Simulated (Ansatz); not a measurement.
The reference is RbBr in the rock salt structure (space group Fm-3m, No. 225; a = 6.8433 Å).

All numbers come from Ansatz (a program for electronic structure) PBEsol, without spin-orbit coupling.

For the base:

* **Lattice parameter a**: 6.843 Å
* **Electron mass**: 0.36 mₑ (at Γ)

Now apply this change: cell and atoms relaxed at a pressure of 7.5 GPa.

Q: What happens to the lattice parameter a and electron mass?

A: The lattice parameter a falls by 0.5867 Å (6.843 Å → 6.257 Å); the electron mass becomes 0.32 mₑ (at Γ) (base: 0.36 mₑ (at Γ)).

The levels and masses belong to the bands next to the band gap. Load acts through the strain it causes; cell and atoms are relaxed under it. Effective masses come from finite differences of ±0.01 Å⁻¹. Whether these cells are dynamically stable was not tested. No other phases were tried under pressure.
